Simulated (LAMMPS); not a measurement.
LAMMPS 22 Jul 2025, classical MD, Tersoff (SiC.tersoff): SiC, 10648 atoms.

```json
{
  "task": "MD, nve",
  "potential": "Tersoff, SiC.tersoff",
  "copies_of_the_repeat_unit": "11×11×11",
  "shape (slab and sphere leave vacuum in the box)": "bulk",
  "neighbor_skin": "2 Å",
  "neigh_modify": "every 1 delay 0 check yes",
  "newton": "on (default)",
  "atom_modify sort (bins of 2 Å where set)": "1000 (default)",
  "comm_style": "brick (default)",
  "box": "48.0 × 48.0 × 48.0 Å",
  "start": "generated zinc blende lattice, warmed in an untimed run"
}
```

All runs start from one configuration, warmed at this fixed volume for 1000 steps under a thermostat at 1600 K. The run at the shortest step has a mean temperature of 1580 K and a mean pressure of 15.9 GPa.

Each run covers about 2.0 ps at constant energy (mean temperature 1580 K at the shortest step); σ is the standard deviation over the printed steps. One run each, on a shared machine, so no times are given.

Steps tried: 0.5 fs, 1 fs, 2 fs, 2.5 fs, 4 fs, 5 fs, 8 fs, 10 fs, 16 fs, 20 fs, 32 fs.

**Question.** Choose the longest time step that keeps σ(total energy)/σ(kinetic energy) under 10 %.

**Answer.** 0.5 fs. The run fails or blows up at 2.5 fs, 4 fs, 5 fs, 8 fs, 10 fs, 16 fs, 20 fs, 32 fs.

```json
[
 {"time step": "0.5 fs", "σ(E total)/σ(E kinetic)": "0.060", "last minus first total energy (meV/atom)": "+0.15", "mean temperature (K)": "1580"},
 {"time step": "1 fs", "σ(E total)/σ(E kinetic)": "0.47", "last minus first total energy (meV/atom)": "+1.7", "mean temperature (K)": "1580"},
 {"time step": "2 fs", "σ(E total)/σ(E kinetic)": "1.8", "last minus first total energy (meV/atom)": "+40", "mean temperature (K)": "1640"},
 {"time step": "2.5 fs", "σ(E total)/σ(E kinetic)": "blows up (past 6000 K or 20 GPa)", "last minus first total energy (meV/atom)": "—", "mean temperature (K)": "—"},
 {"time step": "4 fs", "σ(E total)/σ(E kinetic)": "stops: Lost atoms", "last minus first total energy (meV/atom)": "—", "mean temperature (K)": "—"},
 {"time step": "5 fs", "σ(E total)/σ(E kinetic)": "stops: Lost atoms", "last minus first total energy (meV/atom)": "—", "mean temperature (K)": "—"},
 {"time step": "8 fs", "σ(E total)/σ(E kinetic)": "stops: Lost atoms", "last minus first total energy (meV/atom)": "—", "mean temperature (K)": "—"},
 {"time step": "10 fs", "σ(E total)/σ(E kinetic)": "stops: Lost atoms", "last minus first total energy (meV/atom)": "—", "mean temperature (K)": "—"},
 {"time step": "16 fs", "σ(E total)/σ(E kinetic)": "stops: Lost atoms", "last minus first total energy (meV/atom)": "—", "mean temperature (K)": "—"},
 {"time step": "20 fs", "σ(E total)/σ(E kinetic)": "stops: Lost atoms", "last minus first total energy (meV/atom)": "—", "mean temperature (K)": "—"},
 {"time step": "32 fs", "σ(E total)/σ(E kinetic)": "stops: Lost atoms", "last minus first total energy (meV/atom)": "—", "mean temperature (K)": "—"}
]
```

The bar is a choice.
